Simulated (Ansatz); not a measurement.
Terminations of the (0001) surface of hcp Ru, measured from the surface 'clean 1x1'. Atoms come from or go to: Ag: fcc Ag, Bi: rhombohedral Bi, Co: hcp Co, ferromagnetic, Cu: fcc Cu, In: tetragonal indium, Li: bcc Li, Ni: fcc Ni, ferromagnetic, Pt: fcc Pt, Ru: hcp Ru, Sn: beta tin, Ti: hcp Ti, W: bcc W. ΔE is the energy of forming the row's surface from that one (negative: more stable at these reservoirs); the vacuum level's shift is aligned on the shared bottom. No zero-point or thermal terms. These are constructed structures in small cells; real faces may alloy, dewet or reconstruct in larger ones, and not all known structures of the face are among them. Slabs of about 11 Å, Fermi-Dirac smearing of 0.1 eV. Bottom of the slabs: a bare face, its two planes held. Relaxed from the named starts with such symmetry as they have, on meshes of like density; energies extrapolated to zero smearing; spin only where a row says so; no spin-orbit coupling, no U. Brackets mark spin-polarised runs, whose order is one that fits the cell. A dash marks a value that is undefined for that row (no clear gap, or no work function of a gapped slab) or was not read reliably on its mesh.

Calculation: PBE (plane waves to 420 eV, PAW; Ansatz, an electronic-structure program).

| surface | atoms added per 1x1 | ΔE per 1x1 (eV) | shift of the vacuum level (eV) | work function (eV) |
|---|---|---|---|---|
| a layer of In in place of the second plane | +1 In, -1 Ru | 1.43 | 0.40 | 5.33 |
| (√3x√3)R30° surface alloy, Pt on one Ru site of the top plane | +0.333 Pt, -0.333 Ru | -0.22 | 0.21 | 5.18 |
| a pseudomorphic layer of Co in the other hollow [spin, 1.8 μB a cell] | +1 Co | … | -0.36 | 4.62 |
| a pseudomorphic layer of W in the other hollow | +1 W | 0.45 | 0.37 | 5.34 |
| a layer of Cu in place of the second plane | +1 Cu, -1 Ru | 0.72 | 0.42 | 5.40 |
| p(2x2) layer of Sn, one a cell, on the site that continues the host's stacking | +0.25 Sn | -0.30 | -0.51 | 4.46 |
| a pseudomorphic layer of Ti in the host's stacking | +1 Ti | … | -0.50 | 4.48 |
| a layer of Co in place of the third plane [spin, 1.3 μB a cell] | +1 Co, -1 Ru | … | -0.05 | 4.93 |
| a pseudomorphic layer of Ag in the other hollow | +1 Ag | … | -0.40 | 4.59 |
| a pseudomorphic layer of Ni in the host's stacking [spin, 0.3 μB a cell] | +1 Ni | -0.08 | -0.25 | 4.73 |
| (√3x√3)R30° layer of Bi, one a cell, on the site that continues the host's stacking | +0.333 Bi | … | -0.87 | 4.12 |
| (√3x√3)R30° layer of Li, one a cell, on the site that continues the host's stacking | +0.333 Li | -0.28 | -2.83 | 2.16 |

Task: Fill in the missing entries.

Result: 
- a pseudomorphic layer of Co in the other hollow [spin, 1.8 μB a cell], ΔE per 1x1 (eV): 0.24
- a pseudomorphic layer of Ti in the host's stacking, ΔE per 1x1 (eV): -0.18
- a layer of Co in place of the third plane [spin, 1.3 μB a cell], ΔE per 1x1 (eV): 0.30
- a pseudomorphic layer of Ag in the other hollow, ΔE per 1x1 (eV): -0.24
- (√3x√3)R30° layer of Bi, one a cell, on the site that continues the host's stacking, ΔE per 1x1 (eV): -0.47
